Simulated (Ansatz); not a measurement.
The reference is BN in the zinc blende structure (space group F-43m, No. 216).

```cif
data_BN
_chemical_formula_sum 'B1 N1'
_space_group_name_H-M_alt 'P 1'
_space_group_IT_number 1
_cell_length_a 2.56304
_cell_length_b 2.56304
_cell_length_c 2.56304
_cell_angle_alpha 60.000
_cell_angle_beta 60.000
_cell_angle_gamma 60.000
loop_
_space_group_symop_operation_xyz
  'x, y, z'
loop_
_atom_site_label
_atom_site_type_symbol
_atom_site_fract_x
_atom_site_fract_y
_atom_site_fract_z
_atom_site_occupancy
B1 B 0.00000 0.00000 0.00000 1
N1 N 0.25000 0.25000 0.25000 1
```

The values are results of plane-wave PAW DFT at the PBE level (Ansatz, a first-principles code, 420 eV), no spin-orbit coupling, not measurements.

| level | band gap | lattice parameter a |
|---|---|---|
| PBE | 4.46 eV | 3.625 Å |

Measured: band gap 6.2 eV (room temperature; as listed in arXiv:1206.3780); lattice parameter a 3.593 Å (static lattice; corrected from measurement; as listed in Tamar Goldzak et al., The Journal of Chemical Physics (2022)).

Computed minus measured — band gap: PBE -1.74 eV; lattice parameter a: PBE +0.9 %. Measured values not marked as corrected hold thermal and zero-point effects that the static-lattice runs lack. A measured gap can be an optical one, lowered by exciton binding.

Gaps are read on the SCF mesh and a high-symmetry path. No phonon test of stability was made.
